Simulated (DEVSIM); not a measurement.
Structure: Co/Si3N4/p-GaAs capacitor, at 300 K.

Layer 1 from the left is Si3N4, thickness (nm) 14.0. Layer 2 from the left is GaAs, thickness (nm) 8800, Na (cm⁻³) 1.1e16.

Metal gate on the left, work function 5 eV. Fixed charge at the semiconductor interface 2.6e10 cm⁻² (in units of +e); no interface traps.

The device is made up for the run: typed textbook-type constants, with dimensions and the other settings drawn at random. Values at 300 K.

Si3N4: gap (eV) 5.1, affinity (eV) 2.1, permittivity 7.5. GaAs: gap (eV) 1.424, affinity (eV) 4.07, permittivity 12.9, Nc (cm⁻³) 4.7e17, Nv (cm⁻³) 9e18.

Model (solved in DEVSIM): 1D Poisson equation in equilibrium, Boltzmann statistics, complete ionisation; no quantum confinement or tunnelling. Metal contacts follow the ideal Schottky-Mott rule: no Fermi-level pinning, no interface dipoles.

Question: What does the simulation give for the threshold voltage (band bending 2φF), the minimum of the low-frequency capacitance, the flat-band voltage?

Answer: threshold voltage (band bending 2φF) 0.97 V; minimum of the low-frequency capacitance 0.0302 μF/cm²; flat-band voltage -0.33 V.
